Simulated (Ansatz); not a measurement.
Results of LDA (PAW; Ansatz, a quantum-chemistry and plane-wave program) for MoP (P-6m2, No. 187, 2 atoms in the cell; start COD 1539074).

Numerical settings: plane-wave cutoff 520 eV, 18×18×18 k mesh, Fermi–Dirac smearing 0.05 eV, no spin polarisation, scalar-relativistic PAW data made under PBE.

Cell (relaxed at this level):

```cif
data_MoP
_chemical_formula_sum 'Mo1 P1'
_space_group_name_H-M_alt 'P-6m2'
_space_group_IT_number 187
_space_group_name_Hall 'P -6 2'
_cell_length_a 3.19100
_cell_length_b 3.19100
_cell_length_c 3.15734
_cell_angle_alpha 90.000
_cell_angle_beta 90.000
_cell_angle_gamma 120.000
loop_
_atom_site_label
_atom_site_type_symbol
_atom_site_symmetry_multiplicity
_atom_site_Wyckoff_symbol
_atom_site_fract_x
_atom_site_fract_y
_atom_site_fract_z
_atom_site_occupancy
Mo1 Mo 1 a 0.00000 0.00000 0.00000 1
P1 P 1 d 0.33333 0.66667 0.50000 1
```

Predict the bulk modulus.


bulk modulus: 242 GPa

The run finds no gap.

Note: the bulk modulus is −V dP/dV from two relaxed cells at ±2 % in volume; the relaxation could not lower the start's symmetry, so the cell can be a saddle point above a distorted one.

The computed numbers hold no vibrational or temperature effects.
